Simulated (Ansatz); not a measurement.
Start from SrTiO₃ in the cubic perovskite structure (space group Pm-3m, No. 221).

```xyz
5
Lattice="3.9070 0.0000 0.0000 0.0000 3.9070 0.0000 0.0000 0.0000 3.9070" Properties=species:S:1:pos:R:3 pbc="T T T"
Sr     0.0000     0.0000     0.0000
Ti     1.9535     1.9535     1.9535
O      0.0000     1.9535     1.9535
O      1.9535     1.9535     0.0000
O      1.9535     0.0000     1.9535
```

Cartesian axes are those of the cell as printed.

The values are results of r2SCAN/PAW in Ansatz (a first-principles code), spin-orbit coupling left out, not measurements.

Strains are applied to the cell and any free atomic positions relax; under stress the whole cell relaxes.

One change was made to it. Results:

The band gap decreases by 0.046 eV to 2.22 eV; the energy increases by 1.5 meV/atom.

Problem. What was done to the base?
(A) uniaxial strain ε_zz = +1.08 %
(B) uniaxial strain ε_yy = +3.01 %
(C) isotropic strain −5.78 %
(D) uniaxial stress, 8 GPa compression along x

Solution. A, uniaxial strain ε_zz = +1.08 %. For comparison, the energy relative to the base in the other runs: uniaxial strain ε_yy = +3.01 % gives +11 meV/atom; uniaxial stress, 8 GPa compression along x gives +6.8 meV/atom; isotropic strain −5.78 % gives +0.259 eV/atom.

Stability under load was not tested beyond the relaxation. The final runs are not spin-polarised. Many cubic perovskites are stable only at high temperature; tilts and polar distortions were not tested.
